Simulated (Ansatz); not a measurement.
**SnPt in the NiAs type structure (space group P6_3/mmc, No. 194)**

```yaml
crystal:
  lattice:
    - [4.12410, 0.00000, 0.00000]
    - [-2.06205, 3.57158, 0.00000]
    - [0.00000, 0.00000, 5.43987]
  atoms:
    - { symbol: Sn, position: [0.66667, 0.33333, 0.75000] }
    - { symbol: Sn, position: [0.33333, 0.66667, 0.25000] }
    - { symbol: Pt, position: [0.00000, 0.00000, 0.50000] }
    - { symbol: Pt, position: [0.00000, 0.00000, 0.00000] }
```

All numbers come from PBEsol (Ansatz, a quantum-chemistry and plane-wave program), scalar-relativistic without spin-orbit coupling. Γ-centred 13×13×9 mesh, Fermi–Dirac width 0.05 eV.

The volume per atom is 20.03 Å³ and the density is 13.01 g/cm³. The band gap is zero and the total energy comes out as -9167.385 eV/atom (σ→0; compares only within this code and set-up).

Stability against distortions was not tested. The final runs are not spin-polarised.
